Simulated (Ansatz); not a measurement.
An Ansatz (a first-principles code) run: hypothetical P-3m1 Ca3P2 with a change (uniaxial stress, 1 GPa compression along z); DFT with r2SCAN, PAW potentials and a 500 eV plane-wave cutoff in Ansatz, no SOC.

Input:

Ansatz 0.2 input:
```yaml
crystal:
  lattice:
    - [4.6700499479, 0, 0]
    - [-2.3350249739, 4.0443818918, 0]
    - [0, 0, 7.0193450635]
  atoms:
    - { symbol: P, position: [0.3333333333, 0.6666666667, 0.2302616569] }
    - { symbol: P, position: [0.6666666667, 0.3333333333, 0.7697383431] }
    - { symbol: Ca, position: [0, 0, 0] }
    - { symbol: Ca, position: [0.3333333333, 0.6666666667, 0.6598799504] }
    - { symbol: Ca, position: [0.6666666667, 0.3333333333, 0.3401200496] }
basis: { ecutwfc: 500, ecutrho_ratio: 4, xc_grid: 4, fft_grid_basis: typed }
kpoints: { mp_grid: { grid: [8, 8, 5] } }
hamiltonian:
  xc: r2scan
  dispersion: none
  pseudopotentials: { kind: paw }
scf: { occupations: { method: fermi_dirac, width: 0.05 } }
relax: { f_tol: 0.005, max_steps: 50, cell: { stress_tol: 0.01, sigma_target: [0, 0, 1, 0, 0, 0] } }
output: { forces: true, stress: true }
checkpoint: { write: state.ck, write_every: 1000 }
```

Output (explanatory and most iteration lines left out):

```
Relaxation: its limit of steps is 50 (relax.max_steps)
Pseudopotential: P, paw, valence charge 5
Pseudopotential: Ca, paw, valence charge 10
Crystal: 5 atoms, lattice volume = 132.578 Å³
Basis set: ecut = 500 eV, 3403 PW (Γ), exchange–correlation on 144×144×216 points (64 copies of the dense FFT grid, shifted against one another)
Bands: 25, of which v1, the nominal top of the filled ones, is band 20 counted from 1 (19 counted from 0)
Symmetry: 12 space group operations
Space group: P-3m1 (ITA 164), of the structure as read, at distance tolerance 5.1e-5 Å
k-points: 40 of 320
Functional: x = r2scan, c = r2scan; τ floored in thin density (d = 2e-4 eV/Å³)
SCF iter   1: F=—  HF=-6989.811846 eV  |F-HF|=—  |Δ(HF+E_count)|=         —  Δρ=5.00e-3  dr2=3.71e-2  dr2_τ=1.82e-2  ethr=1.77e-3  ⟨swp⟩=10.1  Hψ=6000  notcnv=0
SCF iter   2: F=—  HF=-6989.945889 eV  |F-HF|=—  |Δ(HF+E_count)|=   1.34e-1  Δρ=2.55e-3  dr2=9.93e-3  dr2_τ=2.32e-4  ethr=9.27e-5  ⟨swp⟩=2.6  Hψ=2274  notcnv=0  defer=23
SCF 1 converged in 6 iterations: F = -6989.944521 eV  dr2 = 7.52e-8
relax step   1: F+E_penalty+E_count = -6989.94452107 eV  Δ(F+E_penalty+E_count) = +0.000e0 eV  max|allowed force component| = 8.211e-4 eV/Å  Δτ_max = 0.0000 Å  P = -0.001 GPa  Ω = 132.578 Å³  (6 SCF iters, dr2 threshold 1.00e-7 eV, accepted)
[... steps on the carried basis left out ...]
relax step   9: F+E_penalty+E_count = -6989.89424608 eV  Δ(F+E_penalty+E_count) = +2.349e-4 eV  max|allowed force component| = 1.435e-4 eV/Å  Δτ_max = 0.0000 Å  P = +0.333 GPa  Ω = 127.112 Å³  stress off target by 7.72e-3 GPa  SCF on the basis re-selected at this cell (its energy is not comparable with the rows above)  (6 SCF iters)
SCF converged after 6 iterations
Free energy (F): -6989.894246 eV
Internal energy: -6989.894245 eV  (E = F + TS)
E sigma→0 (E₀):  -6989.894246 eV
Entropy (-TS):   -0.000001 eV (-0.000 meV/atom)
Fermi energy:    7.308416 eV
--- Forces (eV/Å), atoms counted from 1 ---
  atom   1  P     -0.00000000     0.00000000     0.00005919
  atom   2  P      0.00000000     0.00000000    -0.00005919
  atom   3  Ca    -0.00000000     0.00000000     0.00000000
  atom   4  Ca    -0.00000000     0.00000000    -0.00014353
  atom   5  Ca     0.00000000    -0.00000000     0.00014353
--- Stress (GPa, compression-positive) ---
        0.003365      -0.000000       0.000000
       -0.000000       0.003365      -0.000000
        0.000000       0.000000       0.992278
  P = ⅓ Tr σ = 0.3330 GPa (3.330 kbar)
--- Relaxed structure (8 steps of the walk, 7 accepted, 1 SCFs on fresh bases) ---
  cell:  # Å, volume = 127.1122 Å³
    - [4.8228562702472315, -2.981202973059139e-11, -5.901741599279236e-18]
    - [-2.4114281350977973, 4.176716048850077, 1.1803483198903715e-17]
    - [-8.870646186398703e-18, 1.5364409891628186e-17, 6.310270587600283]
  atoms:
    - { symbol: P, position: [0.33333333333333326, 0.6666666666666666, 0.22037405638328333] }
    - { symbol: P, position: [0.6666666666666665, 0.33333333333333326, 0.7796259436167164] }
    - { symbol: Ca, position: [6.101880355179395e-34, 1.3417894255844266e-35, -3.707019943350317e-19] }
    - { symbol: Ca, position: [0.33333333333333326, 0.6666666666666666, 0.6831901092182601] }
    - { symbol: Ca, position: [0.6666666666666665, 0.33333333333333326, 0.31680989078173966] }
```

Load acts through the strain it causes; cell and atoms are relaxed under it. sigma_target is in GPa, compression positive, in the order xx, yy, zz, yz, xz, xy. Beyond what the load breaks, stability against distortions was not tested. The cell was made from Ca$_{3}$P$_{2}$ (space group P-3m1, No. 164; a hypothetical phase, not in the database extracts checked) by this change: uniaxial stress, 1 GPa compression along z.
